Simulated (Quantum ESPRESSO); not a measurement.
## Parameter sweep on TaRe (Cmmm, 2 atoms in the cell)

```xyz
2
Lattice="1.5963 2.2893 0.0000 -1.5963 2.2893 0.0000 0.0000 0.0000 4.4441" Properties=species:S:1:pos:R:3 pbc="T T T"
Ta    -1.5963     0.0000    -2.2220
Re     0.0000     0.0000     0.0000
```

Base run A: LDA (PW92), PseudoDojo standard norm-conserving (LDA) pseudopotentials run with Quantum ESPRESSO, self-consistent single point.

Its settings: ecutwfc = 75 Ry; occupations = smearing; smearing = gauss; degauss = 0.0073499 Ry; potentials = {Ta: Ta.upf, Re: Re.upf}; K_POINTS = automatic 8 8 5 0 0 0; conv_thr = 1e-10 Ry; mixing_beta = 0.7.

The starting cell comes from a database of computed structures (which also holds hypothetical and non-ambient phases and stackings), without a prior relaxation at this level. Spin polarisation is off. In the base run, with a pressure of about -12 GPa the cell is away from its equilibrium volume at this level.

ΔF is the free energy per atom less that of run A. 

```tsv
run	K_POINTS	ΔF (meV/atom)	pressure (GPa)	k-points
A	automatic 8 8 5 0 0 0	0.00	-12.43	63
B	automatic 5 5 3 0 0 0	-8.7	-12.17	18
C	automatic 5 5 3 1 1 1	15.8	-12.59	18
D	automatic 6 6 4 0 0 0	-2.6	-12.74	39
E	automatic 6 6 4 1 1 1	24.0	-12.59	24
F	automatic 7 7 4 0 0 0	15.3	-12.29	48
G	automatic 7 7 4 1 1 1	-10.4	-12.92	32
H	automatic 8 8 5 1 1 1	15.7	-12.44	60
I	automatic 8 8 5 0 0 1	14.9	-12.57	63
```

Run D against A: The free energy goes down by 2.6 meV/atom and the pressure goes from -12.43 to -12.74 GPa.

Run I against A: The free energy goes up by 14.9 meV/atom and the pressure goes from -12.43 to -12.57 GPa.

Run F against A: The free energy goes up by 15.3 meV/atom and the pressure goes from -12.43 to -12.29 GPa.
